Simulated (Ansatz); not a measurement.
Given:

```yaml
crystal:
  lattice:
    - [3.18697, 0.00000, 0.00000]
    - [-1.59348, 2.76000, 0.00000]
    - [0.00000, 0.00000, 10.43314]
  atoms:
    - { symbol: Si, position: [0.00000, 0.00000, 0.50027] }
    - { symbol: Si, position: [0.00000, 0.00000, 0.00027] }
    - { symbol: Si, position: [0.33333, 0.66667, 0.25033] }
    - { symbol: Si, position: [0.66667, 0.33333, 0.75033] }
    - { symbol: C, position: [0.00000, 0.00000, 0.31286] }
    - { symbol: C, position: [0.00000, 0.00000, 0.81286] }
    - { symbol: C, position: [0.33333, 0.66667, 0.06216] }
    - { symbol: C, position: [0.66667, 0.33333, 0.56216] }
```

No spin polarisation.

Method: plane-wave PAW DFT at the PBE level (Ansatz, a quantum-chemistry and plane-wave program, 420 eV), without spin-orbit coupling. Γ-centred 12×12×4 mesh, Fermi–Dirac width 0.05 eV.

**Question.** Predict the valence-band top at Γ, pressure, smallest direct gap and band gap.

**Answer.** The valence-band top at Γ (three highest levels, from the VBM) is 0.00, 0.00, -0.05 eV, the pressure (mean of the normal stresses, compression positive) comes out as -15.84 GPa and the smallest direct gap is 3.28 eV. The band gap is 2.20 eV.

The cells carry an imposed strain or load. No phonon test of stability was made. The cell was made from SiC (space group P6_3mc, No. 186) by this change: isotropic strain +3.00 %.
